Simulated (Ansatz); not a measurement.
Cells marked so need not be the phases stable at ambient conditions, and some may be hypothetical.

The gap is the functional's own, uncorrected, and κ follows it; spin-orbit coupling is left out. Mid-gap values are interpolated between the computed energies.

A. K$_{2}$MgCl$_{4}$ (I4/mmm, not sure to be the ambient phase, 7 atoms a cell, 27.1 Å³ an atom), along the normal of (110)
B. GaP (P6_3mc, wurtzite, not sure to be the ambient phase, 4 atoms a cell, 20.2 Å³ an atom), along the normal of (110)
C. InGaP2 (R3m, not sure to be the ambient phase, 4 atoms a cell, 23.6 Å³ an atom, -2 GPa at this level), along the normal of (001)

Task: Order them by mid-gap decay constant of the slowest evanescent state (highest first) at the level r2SCAN (Ansatz, an electronic-structure program).

Result: A (0.39 1/Å), B (0.13 1/Å), C (0.08 1/Å)
